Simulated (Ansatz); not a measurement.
The parent structure is Ti in the hcp (Mg type) structure (space group P6_3/mmc, No. 194; a = 2.901 Å, c = 4.591 Å).

Method: plane-wave PAW DFT at the PBEsol level (Ansatz, a first-principles code, 420 eV), no spin-orbit coupling.

Before the change:

The lattice parameter a is 5.482 bohr and the band gap comes out as zero.

Modification: a hydrostatic pressure of 2.1 GPa.

What happens to the lattice parameter a?

The lattice parameter a shrinks by 0.032 bohr (5.482 bohr → 5.450 bohr).

What does the calculation give for the band gap after the change?

The band gap stays zero.

Load acts through the strain it causes; cell and atoms are relaxed under it. Stability against distortions was not tested. The final runs are not spin-polarised.
